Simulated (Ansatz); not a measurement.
## Carrier properties of GaAlP2 (P-4m2)

```
CELL_PARAMETERS angstrom
      3.85908     0.00000     0.00000
      0.00000     3.85908     0.00000
      0.00000     0.00000     5.45235
ATOMIC_POSITIONS crystal
  Al 0.50000 0.50000 0.50000
  Ga 0.00000 0.00000 0.00000
  P  0.00000 0.50000 0.24968
  P  0.50000 0.00000 0.75032
```

All values below come from PBEsol, rigid bands (plane waves, PAW, scalar-relativistic; Ansatz, a program for electronic structure). Geometry: cell and atoms relaxed with PBEsol.

```json
{
 "band_gap": "1.46 eV",
 "electron conductivity mass (300 K, dilute)": "0.56 (x), 0.56 (y), 0.38 (z) mₑ",
 "hole conductivity mass (300 K, dilute)": "0.49 (x), 0.49 (y), 0.52 (z) mₑ",
 "effective density of states N_c (300 K)": "3.0e19 cm⁻³",
 "effective density of states N_v (300 K)": "4.4e19 cm⁻³",
 "density_of_states_mass_electrons": "1.13 mₑ",
 "density_of_states_mass_holes": "1.46 mₑ",
 "Seebeck coefficient, n-type 1e19 cm⁻³, 300 K": "-319 μV/K",
 "best n-type power factor at 300 K for τ = 10 fs (best axis; densities from 1e16 to 1e21 cm⁻³ tried, whether or not they can be reached)": "12.6 μW/(cm·K²) at 3e20 cm⁻³",
 "Seebeck coefficient, p-type 1e19 cm⁻³, 300 K": "366 μV/K",
 "best p-type power factor at 300 K for τ = 10 fs (best axis; densities from 1e16 to 1e21 cm⁻³ tried, whether or not they can be reached)": "19.9 μW/(cm·K²) at 3e20 cm⁻³"
}
```

Rigid bands; masses and Seebeck coefficients take one relaxation time τ for all states and one kind of carrier; polarons and phonon drag are left out. Spin-orbit coupling is left out; where it splits the top of the valence band, N_v and the p-type Seebeck coefficient come out somewhat high without it.

Computed structure, not matched to a measured one here, so possibly hypothetical: GaAlP2 (P-4m2).
